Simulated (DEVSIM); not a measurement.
abrupt Si p-n junction

System: abrupt Si p-n junction, at 300 K.

```csv
layer (left to right),material,thickness (μm),Nd (cm⁻³),Na (cm⁻³),τn (s),τp (s)
1,Si,2.10,-,9e17,0.00017,0.00017
2,Si,260,2.3e16,-,0.00017,0.00017
```

Left contact: ohmic. Right contact: ohmic. Voltage is applied to the left contact. Recombination: SRH at mid-gap, radiative, Auger. Mobility is μmin + (μ − μmin)/(1 + (N/Nref)^α).

This is a model device: material constants are rounded textbook-type values typed into the input, and sizes, dopings and lifetimes were drawn at random. Values at 300 K.

```csv
parameter,Si
gap (eV),1.124
affinity (eV),4.05
permittivity,11.7
Nc (cm⁻³),2.86e19
Nv (cm⁻³),3.1e19
μn (cm²/Vs),1417
μp (cm²/Vs),470
"μn,min",52
"μp,min",45
"Nref,n",9.7e16
"Nref,p",2.2e17
αn,0.68
αp,0.72
B (cm³/s),4.7e-15
Cn (cm⁶/s),2.8e-31
Cp (cm⁶/s),9.9e-32
```

Model (solved in DEVSIM): 1D drift-diffusion, Boltzmann statistics, complete ionisation; no tunnelling, impact ionisation, image-force lowering or self-heating.

```json
{
 "potential_step_across_the_device_at_zero_bias": "0.848 V",
 "largest_field_in_the_device_at_zero_bias": "82000 V/cm",
 "Dark forward voltage at 1 A/cm²": "0.717 V",
 "Dark forward voltage at 100 A/cm²": "0.991 V"
}
```

Small-signal capacitance in reverse bias (quasi-static):

```json
[
 {"V (V)": "-0.4", "C (nF/cm²)": "39.5"},
 {"V (V)": "-1", "C (nF/cm²)": "32.2"},
 {"V (V)": "-2", "C (nF/cm²)": "25.8"},
 {"V (V)": "-3", "C (nF/cm²)": "22.1"},
 {"V (V)": "-4", "C (nF/cm²)": "19.7"},
 {"V (V)": "-6", "C (nF/cm²)": "16.5"},
 {"V (V)": "-8", "C (nF/cm²)": "14.5"}
]
```

Dark forward current:

| V (V) | J (A/cm²) |
|---|---|
| 0.05 | 2.2e-11 |
| 0.10 | 1.1e-10 |
| 0.15 | 5.4e-10 |
| 0.20 | 3.0e-9 |
| 0.30 | 1.3e-7 |
| 0.35 | 8.6e-7 |
| 0.40 | 5.9e-6 |
| 0.45 | 4.1e-5 |
| 0.50 | 0.00028 |
| 0.55 | 0.0020 |
| 0.60 | 0.013 |
| 0.70 | 0.58 |
| 0.75 | 2.8 |
| 0.80 | 9.3 |
| 0.85 | 22 |
| 0.90 | 43 |
| 0.95 | 71 |
| 1.05 | 150 |
| 1.10 | 210 |
| 1.15 | 270 |
| 1.20 | 340 |
| 1.25 | 410 |
| 1.30 | 500 |
| 1.35 | 590 |
| 1.45 | 790 |
| 1.50 | 900 |
| 1.55 | 1000 |
| 1.60 | 1100 |
